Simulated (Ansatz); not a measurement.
**InP: In → Ga**

Take InP in the zinc blende structure (space group F-43m, No. 216; a = 5.907 Å) as the base.

Now apply this change: Ga takes the place of In on all its sites; the structure is relaxed again.

Calculations: Kohn–Sham DFT with the r2SCAN functional, run in Ansatz (a program for electronic structure) with PAW and 500 eV plane waves, scalar-relativistic without spin-orbit coupling, earlier PAW set. Settings: 10×10×10 k-points, 0.05 eV Fermi–Dirac smearing.

The volume per atom drops by 5.514 Å³, from 25.77 Å³ to 20.25 Å³ and the density falls by 0.57 g/cm³ to 4.13 g/cm³. The lattice parameter a shrinks by 0.4556 Å, from 5.907 Å to 5.452 Å and the space group remains F-43m (No. 216). The shortest interatomic distance decreases by 0.197 Å (2.558 Å → 2.361 Å) and the band gap goes up by 0.825 eV (1.02 eV → 1.85 eV). The gap character goes from direct at Γ to indirect, Γ → Γ–X (87 % along) and the electron mass changes from 0.073 mₑ (at Γ) to 1.1 mₑ along k, 0.23 mₑ across (off the special points). The hole mass (degenerate bands, along [100]) becomes 0.13, 0.37, 0.37 mₑ (at Γ) (base: 0.073, 0.44, 0.44 mₑ (at Γ)).

Final structure:

```
CELL_PARAMETERS angstrom
      0.00000     2.72586     2.72586
      2.72586     0.00000     2.72586
      2.72586     2.72586     0.00000
ATOMIC_POSITIONS crystal
  P  0.75000 0.75000 0.75000
  Ga 0.00000 0.00000 0.00000
```

Effective masses come from finite differences of ±0.01 Å⁻¹. Along k means along the line from Γ to the band edge. No phonon test of stability was made.
